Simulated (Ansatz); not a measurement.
# CdSiN2 (model structure, started from the MgZrN2 type, I4₁/amd, No. 141, 8 atoms in the cell)

Computed with LDA in Ansatz (plane waves, PAW).

Numerical settings: plane-wave cutoff 520 eV, 18×18×18 k mesh, Fermi–Dirac smearing 0.05 eV, scalar-relativistic PAW data made under PBE.

Cell (relaxed at this level):

```cif
data_Cd4N8Si4
_chemical_formula_sum 'Cd4 Si4 N8'
_space_group_name_H-M_alt 'I41/amd :1'
_space_group_IT_number 141
_space_group_name_Hall 'I 4bw 2bw -1bw'
_cell_length_a 4.33306
_cell_length_b 4.33306
_cell_length_c 8.69248
_cell_angle_alpha 90.000
_cell_angle_beta 90.000
_cell_angle_gamma 90.000
loop_
_atom_site_label
_atom_site_type_symbol
_atom_site_symmetry_multiplicity
_atom_site_Wyckoff_symbol
_atom_site_fract_x
_atom_site_fract_y
_atom_site_fract_z
_atom_site_occupancy
Cd1 Cd 4 b 0.00000 0.00000 0.50000 1
Si1 Si 4 a 0.00000 0.00000 0.00000 1
N1 N 8 e 0.00000 0.00000 0.20446 1
```
(The calculation used a cell of 8 atoms; values per cell refer to that cell.)

- band gap = 1.08 eV
- smallest direct gap on the k points sampled = 1.87 eV

Note: the relaxation could raise the start's symmetry but not lower it, so the cell can be a saddle point.

Spin–orbit coupling is not included.

The computed numbers hold no vibrational or temperature effects.

Computing time: around 120 core-seconds (rough).

A model structure was made by putting elements into a prototype or built by hand; it is no filed structure, need not be a known phase, and can be a saddle point held by its symmetry.

Ansatz is a quantum-chemistry and plane-wave program.
